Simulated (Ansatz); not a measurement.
Worked example: self-consistent single point of LuH2 (I4mm, 3 atoms in the cell) in Ansatz (an electronic-structure program).

Method of the run: PBEsol, default PAW files made with PBE (plane waves; Ansatz).

The change in words: lattice scaled by 0.98; kpoints.mp_grid.grid: 11 11 11 → 12 12 12. Reference geometry:
```
CELL_PARAMETERS angstrom
      0.00000     2.50208     2.50208
      2.50208     0.00000     2.50208
      2.50208     2.50208     0.00000
ATOMIC_POSITIONS crystal
  Lu 0.00999 0.00999 0.99001
  H  0.25000 0.25000 0.25000
  H  0.75000 0.75000 0.75000
```

Reference input (self-consistent single point, DFT, PBEsol, plane waves, default PAW files made with PBE): basis.ecutwfc = 420 eV; kpoints.mp_grid.grid = 11 11 11; hamiltonian.xc = pbesol; hamiltonian.pseudopotentials = {kind: paw} (the program's default PAW files); scf.occupations.method = gaussian; scf.occupations.width = 0.1 eV. This run's input differs from it in these lines:

Ansatz 0.2 input:
```diff
@@ -3,5 +3,5 @@
   lattice:
-    - [0.000000, 2.502079, 2.502079]
-    - [2.502079, 0.000000, 2.502079]
-    - [2.502079, 2.502079, 0.000000]
+    - [0.000000, 2.452037, 2.452037]
+    - [2.452037, 0.000000, 2.452037]
+    - [2.452037, 2.452037, 0.000000]
   atoms:
@@ -14,3 +14,3 @@
   mp_grid:
-    grid: [11, 11, 11]
+    grid: [12, 12, 12]
 hamiltonian:
```

Log, with long lists cut:

```
SCF iter   1: F=—  HF=-14644.938604 eV  |F-HF|=—  |Δ(HF+E_count)|=         —  Δρ=7.26e-3  dr2=9.68e-3  ethr=1.77e-3  ⟨swp⟩=5.2  Hψ=16911  notcnv=0
all-band conjugate gradients solve this SCF's bands
preconditioner: auto → none
SCF iter   2: F=—  HF=-14644.933654 eV  |F-HF|=—  |Δ(HF+E_count)|=   4.95e-3  Δρ=2.49e-3  dr2=9.70e-4  ethr=3.58e-5  ⟨swp⟩=2.1  Hψ=6585  notcnv=0
SCF iter   3: F=—  HF=-14644.933517 eV  |F-HF|=—  |Δ(HF+E_count)|=   1.37e-4  Δρ=5.47e-4  dr2=7.49e-5  ethr=3.59e-6  ⟨swp⟩=2.1  Hψ=4597  notcnv=0
SCF iter   4: F=—  HF=-14644.933456 eV  |F-HF|=—  |Δ(HF+E_count)|=   6.11e-5  Δρ=2.55e-4  dr2=7.31e-6  ethr=2.78e-7  ⟨swp⟩=3.4  Hψ=6814  notcnv=0
SCF iter   5: F=—  HF=-14644.933455 eV  |F-HF|=—  |Δ(HF+E_count)|=   1.34e-6  Δρ=7.45e-5  dr2=7.01e-7  ethr=2.71e-8  ⟨swp⟩=2.6  Hψ=5411  notcnv=0
SCF iter   6: F=-14644.933455 eV  HF=-14644.933455 eV  |F-HF|=3.78e-9  |Δ(HF+E_count)|=   2.36e-7  Δρ=9.21e-6  dr2=1.07e-8  ethr=3.70e-10  ⟨swp⟩=10.0  Hψ=18849  notcnv=0
SCF 1 converged in 6 iterations: F = -14644.933455 eV  dr2 = 1.07e-8
Free energy (F): -14644.933455 eV
Internal energy: -14644.931202 eV  (E = F + TS)
E sigma→0 (E₀):  -14644.932329 eV
Entropy (-TS):   -0.002253 eV (-0.751 meV/atom)
Fermi energy:    14.202423 eV
--- Forces (eV/Å), atoms counted from 1 ---
  atom   1  Lu     0.00000000    -0.00000000    -0.38907156
  atom   2  H      0.00000000     0.00000000     0.19452611
  atom   3  H      0.00000000    -0.00000000     0.19452611
--- Stress (GPa, compression-positive) ---
        3.551613       0.000000      -0.000000
        0.000000       3.551613      -0.000000
       -0.000000       0.000000       3.440918
  P = ⅓ Tr σ = 3.5147 GPa (35.147 kbar)
  The stress holds the Pulay correction. Without it, at fixed plane waves, as pw.x and ABINIT print it: P = 3.3246 GPa
```

The run converged in 6 iterations. Against the reference run the free energy is nearly the same (within 1 meV/atom), the pressure goes from -2.49 to 3.51 GPa and the largest force goes from 0.337 to 0.389 eV/Å.

The starting cell comes from a database of computed structures (which also holds hypothetical and non-ambient phases and stackings), without a prior relaxation at this level. Its lattice was rescaled by up to half a per cent. One atom was moved a little off its site on purpose. For this run, on top of that: lattice scaled by 0.98. With a pressure of about 4 GPa the cell is away from its equilibrium volume at this level. Ansatz's pressure includes its estimate of the finite-basis (Pulay) stress.
